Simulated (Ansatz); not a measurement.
# Input and output of a self-consistent single point for Li3Zn (P6_3/mmc, 8 atoms in the cell) (Ansatz)

Method of the run: LDA (PW92), default PAW files made with PBE (plane waves; Ansatz, a first-principles code).

The input file:

Ansatz 0.2 input:
```yaml
# Li3Zn
crystal:
  lattice:
    - [5.78258900, 0.00000000, 0.00000000]
    - [-2.89129500, 5.00786900, 0.00000000]
    - [0.00000000, 0.00000000, 4.63808400]
  atoms:
    - { symbol: Li, position: [0.83920000, 0.67840000, 0.25000000] }
    - { symbol: Li, position: [0.16080000, 0.83920000, 0.75000000] }
    - { symbol: Li, position: [0.32160000, 0.16080000, 0.25000000] }
    - { symbol: Li, position: [0.16080000, 0.32160000, 0.75000000] }
    - { symbol: Li, position: [0.83920000, 0.16080000, 0.25000000] }
    - { symbol: Li, position: [0.67840000, 0.83920000, 0.75000000] }
    - { symbol: Zn, position: [0.33333300, 0.66666700, 0.25000000] }
    - { symbol: Zn, position: [0.66666700, 0.33333300, 0.75000000] }
basis:
  ecutwfc: 30.9 Ry
kpoints:
  mp_grid: { grid: [6, 6, 6] }
hamiltonian:
  xc: lda
  pseudopotentials: { kind: paw }
scf:
  occupations: { method: gaussian, width: 0.0073 Ry }
output:
  forces: true
  eigenvalues: true
  stress: true
```

Output (repeated stretches shortened):

```
WARN the atoms were moved onto the symmetric positions of the space group found under crystal.symmetry.tolerance 1.0e-5 (fractional …
WARN ansatz: RAYON_NUM_THREADS=1 ignored (pool sized by the plan → 1); use --threads N
Pseudopotentials: kind: paw
Pseudopotential: Li, paw, valence charge 3
Pseudopotential: Zn, paw, valence charge 12
Crystal: 8 atoms, lattice volume = 134.312 Å³
Basis set: ecut = 420.4159175005146 eV, 2643 PW (Γ)
Bands: 29, of which v1, the nominal top of the filled ones, is band 21 counted from 1 (20 counted from 0)
Symmetry: 24 space group operations
Space group: P63/mmc (ITA 194), of the structure as read, at distance tolerance 5.1e-5 Å
k-points: 28 of 216
PAW frozen core: Zn, regenerated for the run's functional, and the local potential with it
Initial density: superposition of atomic densities (neutral atoms: chi_scale 0, normalization atom), corrected by the library's trained network
Initial wavefunctions: pseudopotential atomic-orbital guess
Eigensolver: davidson
Functional: x = slater, c = lda
SCF iter   1: F=—  HF=-7702.794137 eV  |F-HF|=—  |Δ(HF+E_count)|=         —  Δρ=5.32e-3  dr2=2.19e-2  ethr=1.77e-3  ⟨swp⟩=8.9  Hψ=3976  notcnv=0  defer=6
all-band conjugate gradients solve this SCF's bands
preconditioner: auto → Kerker (q_TF=auto, 2.248 Å⁻¹)
SCF iter   2: F=—  HF=-7702.765949 eV  |F-HF|=—  |Δ(HF+E_count)|=   2.82e-2  Δρ=2.50e-3  dr2=7.50e-3  ethr=5.22e-5  ⟨swp⟩=2.0  Hψ=1320  notcnv=0  defer=16
SCF iter   3: F=—  HF=-7702.759884 eV  |F-HF|=—  |Δ(HF+E_count)|=   6.06e-3  Δρ=1.04e-3  dr2=7.37e-4  ethr=1.79e-5  ⟨swp⟩=2.0  Hψ=1346  notcnv=0  defer=16
SCF iter   4: F=—  HF=-7702.759571 eV  |F-HF|=—  |Δ(HF+E_count)|=   3.13e-4  Δρ=3.27e-4  dr2=2.97e-4  ethr=1.75e-6  ⟨swp⟩=2.0  Hψ=1027  notcnv=0  defer=16
SCF iter   5: F=—  HF=-7702.759490 eV  |F-HF|=—  |Δ(HF+E_count)|=   8.05e-5  Δρ=1.27e-4  dr2=4.49e-5  ethr=7.06e-7  ⟨swp⟩=2.6  Hψ=1182  notcnv=0  defer=16
SCF iter   6: F=—  HF=-7702.759479 eV  |F-HF|=—  |Δ(HF+E_count)|=   1.17e-5  Δρ=2.18e-5  dr2=1.13e-6  ethr=1.07e-7  ⟨swp⟩=2.0  Hψ=1136  notcnv=0  defer=16
SCF iter   7: F=-7702.759478 eV  HF=-7702.759478 eV  |F-HF|=2.49e-8  |Δ(HF+E_count)|=   2.29e-7  Δρ=5.59e-6  dr2=4.79e-8  ethr=2.38e-10  ⟨swp⟩=7.7  Hψ=3668  notcnv=0
SCF 1 converged in 7 iterations: F = -7702.759478 eV  dr2 = 4.79e-8
SCF converged after 7 iterations
Free energy (F): -7702.759478 eV
Harris-Foulkes:  -7702.759478 eV  (|F-HF|=2.49e-8)
Internal energy: -7702.734483 eV  (E = F + TS)
E sigma→0 (E₀):  -7702.746981 eV
Entropy (-TS):   -0.024995 eV (-3.124 meV/atom)
Fermi energy:    3.326628 eV
--- Per-component energies (eV) ---
  E_band       = -567.920366
  E_kinetic    = 391.722408
  E_local      = -4853.817010  (includes V_loc(G=0)·N_el)
  E_nonlocal   = 1027.799411
  E_hartree    = 1952.760880
  E_xc         = -331.538249
  E_vxc        = -185.641833  (∫ρ·V_xc dr)
  E_paw        = -3616.866581  (= ΣΔE_a)
  E_vpaw       = -853.494453  (= ΣTr[D̂ρ^β])
  E_aug_tail   = -0.000587  (compensation charges beyond the density's cutoff)
  E_ewald      = -2275.909038
  E_core_change = 3.114283  (= ΣΔE_core)
  E_smearing   = -0.024995  (= −TS)
  E_closure    = -0.000000  (closes the sum)
  Σ components = -7702.759478   (vs F -7702.759478, Δ=0.00e0)
--- Forces (eV/Å), atoms counted from 1 ---
  atom   1  Li     0.00000002    -0.46127854     0.00000000
  atom   2  Li     0.39947894    -0.23063925    -0.00000000
  atom   3  Li     0.39947892     0.23063929     0.00000000
  atom   4  Li    -0.00000002     0.46127854    -0.00000000
  atom   5  Li    -0.39947894     0.23063925     0.00000000
  atom   6  Li    -0.39947892    -0.23063929     0.00000000
  atom   7  Zn     0.00000000     0.00000000    -0.00000000
  atom   8  Zn    -0.00000000     0.00000000     0.00000000
  max |Σ_I F_I| component: 1.11e-16 eV/Å
--- Stress (GPa, compression-positive) ---
       -2.549382       0.000000       0.000000
        0.000000      -2.549382       0.000000
        0.000000       0.000000      -1.885927
  P = ⅓ Tr σ = -2.3282 GPa (-23.282 kbar)
  The stress holds the Pulay correction. Without it, at fixed plane waves, as pw.x and ABINIT print it: P = -2.3381 GPa
--- Band table (eV; the first three rows and the last of 28) ---
  k-point 0: bands = ["-41.9334", "-41.9037", "-41.9037", "-41.8996", "-41.8877", "-41.8877", "-3.7797", "-3.7446", "-3.7446", "-3.7243", "-3.7229", "-3.7229", "-3.7201", "-3.7201", "-3.6891", "-3.6891", "-2.4849", "0.9333", "2.5331", "2.5331", [...]
  k-point 1: bands = ["-41.9311", "-41.9027", "-41.9027", "-41.9019", "-41.8888", "-41.8888", "-3.7675", "-3.7533", "-3.7533", "-3.7328", "-3.7328", "-3.7185", "-3.7119", "-3.7119", "-3.6819", "-3.6819", "-2.3352", "0.5871", "2.6477", "2.6477", [...]
  k-point 2: bands = ["-41.9249", "-41.9080", "-41.8997", "-41.8997", "-41.8917", "-41.8917", "-3.7623", "-3.7623", "-3.7514", "-3.7514", "-3.7403", "-3.7111", "-3.6953", "-3.6953", "-3.6771", "-3.6771", "-1.8888", "-0.2636", "2.9657", "2.9657", [...]
  k-point 27: bands = ["-41.9099", "-41.9099", "-41.9023", "-41.9023", "-41.8957", "-41.8957", "-3.7460", "-3.7460", "-3.7439", "-3.7439", "-3.7259", "-3.7259", "-3.7113", "-3.7113", "-3.7087", "-3.7087", "-0.6770", "-0.6770", "1.6615", "1.6615", [...]
```

The run converged in 7 iterations.

The starting cell was generated: these elements placed on a structure prototype, without a prior relaxation; it need not be a known phase or ordering of this composition. Ansatz's pressure includes its estimate of the finite-basis (Pulay) stress.
